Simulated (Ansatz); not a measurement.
The structure below was relaxed with Ansatz (a program for electronic structure), PBEsol-D3(BJ), PAW, cutoff 420 eV, without spin-orbit coupling, earlier PAW set.

Space group P2/m (No. 10); a = 6.583 Å, b = 4.198 Å, c = 7.496 Å, α = 90.00°, β = 91.05°, γ = 90.00°

```tsv
atom	site	symmetry	x	y	z
Pb	1a	2/m	0.0000	0.0000	0.0000
Si	1f	2/m	0.0000	0.5000	0.5000
I	2m	m	0.2576	0.0000	0.3580
I	2n	m	0.7182	0.5000	0.1926
```

Problem. Write out a cell with all atoms.

Solution. 
```xyz
6
Lattice="6.5829 0.0000 0.0000 0.0000 4.1980 0.0000 -0.1378 0.0000 7.4943" Properties=species:S:1:pos:R:3 pbc="T T T"
Pb     0.0000     0.0000     0.0000
Si    -0.0689     2.0990     3.7471
I      4.7989     0.0000     4.8111
I      4.7014     2.0990     1.4431
I      1.7437     2.0990     6.0511
I      1.6462     0.0000     2.6831
```
This is the conventional cell.

Each cell is one ordered arrangement of few atoms, which overstates ordering effects compared with a random alloy. No phonon test of stability was made. The cell was made from PbI2 by this change: x(Si) = 0.5, 6 atoms, P2/m. The program warned that a D3 coordination switch lies within reach, so dispersion energies are less smooth here.
